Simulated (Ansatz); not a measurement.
## KBr in the rock salt structure (space group Fm-3m, No. 225)

```cif
data_BrK
_chemical_formula_sum 'K1 Br1'
_space_group_name_H-M_alt 'P 1'
_space_group_IT_number 1
_cell_length_a 4.63089
_cell_length_b 4.63089
_cell_length_c 4.63089
_cell_angle_alpha 60.000
_cell_angle_beta 60.000
_cell_angle_gamma 60.000
loop_
_space_group_symop_operation_xyz
  'x, y, z'
loop_
_atom_site_label
_atom_site_type_symbol
_atom_site_fract_x
_atom_site_fract_y
_atom_site_fract_z
_atom_site_occupancy
K1 K 0.00000 0.00000 0.00000 1
Br1 Br 0.50000 0.50000 0.50000 1
```

All numbers come from PBEsol (Ansatz, a program for electronic structure; PAW; 420 eV plane waves; spin-orbit coupling left out). Settings: 9×9×9 k-points, 0.05 eV Fermi–Dirac smearing.

| Property | Result |
|---|---|
| Volume per atom | 35.11 Å³ |
| Density | 2.81 g/cm³ |
| Band gap | 4.34 eV, direct at Γ |
| Electron mass | 0.37 mₑ |
| Lowest conduction-band minima above the VBM | Γ 4.34 eV; X along ⟨100⟩ 5.72 eV |
| Total energy | -2127.992 eV/atom (σ→0; compares only within this code and set-up) |

Effective masses come from finite differences of ±0.01 Å⁻¹. Stability against distortions was not tested.
